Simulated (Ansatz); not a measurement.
Functionals compared on the (311) surface of fcc Al in its 1x1 cell, outermost plane spacing 1.22 Å in the ideal cut, in Ansatz (plane waves, PAW). The structure was relaxed with PBE; the other rows are single points on it, each with its references at the same level. Cutoff 420 eV (500 eV for r2SCAN).

Set-up: 9 atoms, 9.7 Å thick at the start (thin: gaps and levels are the slab's own); mesh 14x8x1; 0.1 eV smearing; dipole correction on; all atoms relaxed; held to the part of the start's symmetry that mesh and held atoms allow; no spin, no spin-orbit, no U. These notes are the PBE run's.

| functional | surface energy (J/m²) | work function of the top face (eV) | rough cost of the single point |
|---|---|---|---|
| PBE | 0.96 | 4.27 | – |
| LDA | 1.15 | 4.42 | about 30 core-seconds (a rough figure) |
| PBEsol | 1.13 | 4.31 | very roughly 30 core-seconds |
| RPBE | 0.86 | 4.21 | about 40 core-seconds (a rough figure) |
| r2SCAN | 1.12 | 4.35 | roughly 70 core-seconds |

Ansatz is a quantum-chemistry and plane-wave program.
